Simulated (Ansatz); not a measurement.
Consider Sn in the diamond structure (space group Fd-3m, No. 227; a = 6.4745 Å; relaxed with 0.1 eV smearing). Axes: x, y, z lie along the cube axes.

Structures relaxed with Kohn–Sham DFT with the LDA functional, run in Ansatz (a program for electronic structure) with PAW and 420 eV plane waves, scalar-relativistic without spin-orbit coupling.

Base:

Simulated powder pattern, Cu Kα1, λ = 1.54056 Å (kinematic, ideal powder, no thermal factors, no anomalous dispersion; the 10 strongest lines at most, above 2 %, up to 2θ = 90°):

```json
[
 {"2θ (°)": "23.78", "I/Imax (%)": "100", "hkl": "(111)"},
 {"2θ (°)": "39.33", "I/Imax (%)": "80", "hkl": "(220)"},
 {"2θ (°)": "46.48", "I/Imax (%)": "49", "hkl": "(311)"},
 {"2θ (°)": "56.83", "I/Imax (%)": "13", "hkl": "(400)"},
 {"2θ (°)": "62.47", "I/Imax (%)": "20", "hkl": "(331)"},
 {"2θ (°)": "71.30", "I/Imax (%)": "27", "hkl": "(422)"},
 {"2θ (°)": "76.37", "I/Imax (%)": "15", "hkl": "(511)"},
 {"2θ (°)": "84.60", "I/Imax (%)": "8.4", "hkl": "(440)"},
 {"2θ (°)": "89.47", "I/Imax (%)": "15", "hkl": "(531)"}
]
```

Now apply this change: a pure shear with ε_xy = ε_yx = 0.0086; the atoms relax in the strained cell.

After the change:

Simulated powder pattern, Cu Kα1, λ = 1.54056 Å (kinematic, ideal powder, no thermal factors, no anomalous dispersion; the 10 strongest lines at most, above 2 %, up to 2θ = 90°):

```
2θ (°)  d (Å)  I/Imax (%)       hkl
------  -----  ----------  --------
23.65   3.759          94     (111)
23.92   3.717          94  (1 -1 1)
38.98   2.309          26     (220)
39.33   2.289         100     (202)
39.68   2.269          24  (2 -2 0)
46.25   1.961          32     (311)
46.40   1.955          16     (113)
46.72   1.943          30  (3 -1 1)
56.84   1.619          25     (400)
70.84   1.329          17     (422)
```

The indices refer to the base's conventional cell; one index is shown for lines that coincide. The space group is now Imma (No. 74).

Stability against distortions was not tested.
